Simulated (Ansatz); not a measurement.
**Pd: x(Pt) = 0.333, 3 atoms, I4/mmm**

Start from Pd in the fcc (Cu type) structure (space group Fm-3m, No. 225; a = 3.943 Å).

The other end (x = 1) is Pt in the fcc (Cu type) structure (space group Fm-3m, No. 225): 15.65 Å³/atom, gap zero.

Modification: a fraction x = 0.333 of the Pd sites is given to Pt, ordered in a cell of 3 atoms (starting symmetry I4/mmm) and fully relaxed.

Computed with PBE/PAW in Ansatz (a quantum-chemistry and plane-wave program), no spin-orbit coupling. k-mesh 23×23×23 (Γ-centred); smearing 0.05 eV (Fermi–Dirac), for the changed cell.

* **Shortest interatomic distance**: 2.791 Å (base 2.788 Å)
* **Band gap**: zero (base zero)
* **Mixing energy**: -0.02 eV/atom (to 0.01 eV only: unlike meshes or grids)
* **Deviation of the volume from the linear (Vegard-type) interpolation**: -0.3 %

These are small ordered cells, not random alloys; other orderings at the same x differ. Whether these cells are dynamically stable was not tested. All final runs are without spin polarisation. Pt lies near a magnetic instability that expansion can trigger; it was not tested. Pd2Pt has a high density of states at the Fermi level and may be magnetic at this level.
